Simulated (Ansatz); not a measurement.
The parent structure is AlAs in the zinc blende structure (space group F-43m, No. 216).

```xyz
2
Lattice="0.0000 2.8371 2.8371 2.8371 0.0000 2.8371 2.8371 2.8371 0.0000" Properties=species:S:1:pos:R:3 pbc="T T T"
As     4.2557     4.2557     4.2557
Al     0.0000     0.0000     0.0000
```

Computed with Ansatz (an electronic-structure program) PBEsol, scalar-relativistic without spin-orbit coupling, earlier PAW set.

For the base:

| Item | Result |
|---|---|
| Pressure | 0.01 GPa |
| Band gap | 1.34 eV |
| Gap character | indirect, Γ → X |

Modification: an isotropic linear strain of +2.38 %, atoms relaxed at fixed cell.

**Question.** Estimate the effect on the energy relative to the base.

**Answer.** The energy grows by 24 meV/atom.

**Question.** What does the calculation give for the pressure after the change?

**Answer.** The pressure shrinks by 4.38 GPa (0.01 GPa → -4.37 GPa).

**Question.** What happens to the band gap?

**Answer.** The band gap goes up by 0.033 eV, from 1.34 eV to 1.38 eV.

**Question.** What does the calculation give for the gap character after the change?

**Answer.** The gap character changes from indirect, Γ → X to direct at Γ.

Stability against distortions was not tested.
